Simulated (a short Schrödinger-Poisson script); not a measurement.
## MOS inversion layer, HfO2 on p-type Si(100)

Stack: MOS inversion layer, HfO2 on p-type Si(100), at 300 K.

```csv
layer,material,thickness (nm),Na (cm⁻³)
1,HfO2,4.1,-
2,Si,840,2.6e17
```

The device is made up for the run: typed textbook-type constants, with dimensions and the other settings drawn at random. HfO2: permittivity 22, conduction-band edge (eV) 1.55, gap (eV) 5.7, electron mass (mₑ) 0.2. Si: permittivity 11.7, conduction-band edge (eV) 0, gap (eV) 1.124, Nv at 300 K (cm⁻³) 3.1e19.

Channel valleys (confinement mass, in-plane density-of-states mass, number): Δ2 0.916, 0.19, 2; Δ4 0.19, 0.417, 4. At the gate the conduction-band edge of layer 1 lies 1.87 eV − eVg above the Fermi level of the channel; the field vanishes at the back. Gaps are held at their typed values at every temperature. Mesh 0.03 nm at interfaces.

From a short Schrödinger-Poisson script (our own, NumPy): 1D Poisson equation in equilibrium, electrons quantum, Hartree (BenDaniel-Duke, 12 states a valley, the channel's in-plane mass for all, wave functions ending at the dielectric), parabolic valleys, classical holes, full ionisation, no traps, pinning or gate leakage.

```tsv
Vg (V)	electrons (cm⁻²)	C (μF/cm²)	Δ2 E0 (meV)	Δ2 E1 (meV)	Δ4 E0 (meV)	Δ4 E1 (meV)
0.1	1.75e7	0.169	337.9	386.3	382.5	461.9
0.2	6.22e8	0.162	244.4	295.0	291.0	374.4
0.3	2.17e10	0.264	151.5	204.3	200.2	287.3
0.4	3.76e11	1.29	75.6	132.3	128.1	218.9
0.5	1.47e12	2.17	35.9	99.7	95.7	190.5
0.6	2.95e12	2.55	12.7	84.2	80.4	178.7
0.7	4.61e12	2.76	-4.4	74.7	71.1	172.2
0.8	6.38e12	2.90	-18.5	67.7	64.3	168.1
0.9	8.22e12	2.99	-31.1	62.2	58.9	165.0
1	1.01e13	3.07	-42.8	57.5	54.3	162.6
1.1	1.20e13	3.12	-53.8	53.3	50.1	160.6
```

Subbands count from the Fermi level.
